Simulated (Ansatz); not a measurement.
Take CsBH₄ (space group F-43m, No. 216; a cell from a computed database, its experimental status unchecked) as the base.

```
CsBH4
1.0
    0.00000     3.61231     3.61231
    3.61231     0.00000     3.61231
    3.61231     3.61231     0.00000
Cs B H
1 1 4
Direct
  0.00000   0.00000   0.00000
  0.50000   0.50000   0.50000
  0.40127   0.40127   0.79620
  0.40127   0.79620   0.40127
  0.79620   0.40127   0.40127
  0.40127   0.40127   0.40127
```

Levels (all Ansatz, a program for electronic structure, PAW): PBEsol (420 eV, no spin-orbit coupling); HSE06 (420 eV, scalar-relativistic without spin-orbit coupling).

Its gap is 5.46 eV with PBEsol and 6.82 eV with HSE06.

Modification: cell and atoms relaxed at a pressure of 0.7 GPa.

With PBEsol the gap becomes 5.37 eV.

Problem. If the HSE06 correction stayed the same, what would the HSE06 gap be, and what does the HSE06 run give?

Solution. A rigid correction of +1.36 eV gives 6.73 eV. The HSE06 run gives 6.75 eV, so the two effects roughly add.

Single points use the geometry relaxed with PBEsol. HSE06 gaps are upper bounds (no full band path). Load acts through the strain it causes; cell and atoms are relaxed under it. Whether these cells are dynamically stable was not tested.
